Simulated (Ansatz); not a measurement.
Start from CdS in the zinc blende structure (space group F-43m, No. 216; a = 5.878 Å). Axes: x, y, z lie along the cube axes.

Computed with r2SCAN in Ansatz (plane waves to 500 eV, PAW, spin-orbit coupling left out).

Base values:

| Quantity | Value |
|---|---|
| Valence-band top at Γ | 0.00, 0.00, 0.00 eV |
| Pressure | 0.01 GPa |

The change: compressive biaxial strain of 0.42 % in the plane normal to [111], as in epitaxy on a mismatched substrate; the out-of-plane cell vector and the atoms relax.

### Question
Predict the new valence-band top at Γ and pressure.

### Answer
The valence-band top at Γ (three highest levels, from the VBM) changes from 0.00, 0.00, 0.00 eV to 0.00, 0.00, -0.03 eV; the pressure (mean of the normal stresses, compression positive) increases by 0.275 GPa (0.01 GPa → 0.28 GPa).

The levels and masses belong to the bands next to the band gap. No phonon test of stability was made.

Ansatz is an electronic-structure program.
